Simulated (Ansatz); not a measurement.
**How far PBE and PBEsol part for CoO**

Consider CoO in the rock salt structure (space group Fm-3m, No. 225; a = 4.248 Å; ferromagnetic).

(Cell as relaxed with PBE.)

Levels (all Ansatz, a program for electronic structure, PAW): PBE (420 eV, no spin-orbit coupling); PBEsol (420 eV, no SOC).

Each level relaxes its own structure.

| quantity | PBE | PBEsol |
|---|---|---|
| volume per atom | 9.58 Å³ | 9.05 Å³ |
| lattice parameter a | 4.248 Å | 4.167 Å |
| band gap | zero | zero |
| magnetic state | ferromagnetic | ferromagnetic |
| largest site moment | 2.48 μB | 2.33 μB |

PBE's volume per atom lies 0.53 Å³ above PBEsol's (5.9 %); PBE's lattice parameter a lies 0.081 Å above PBEsol's (1.9 %); PBE's largest site moment lies 0.15 μB above PBEsol's; the two agree on the band gap and magnetic state. Neither level is exact; PBEsol is the comparison here, not a measurement.

No phonon test of stability was made. No Hubbard U is applied and the magnetic state is the run's own (CoO ferromagnetic); small cells can't hold the antiferromagnetic order that many such compounds have, so gaps and moments can be off. In its common phase, real CoO is an antiferromagnetic insulator at low temperature.
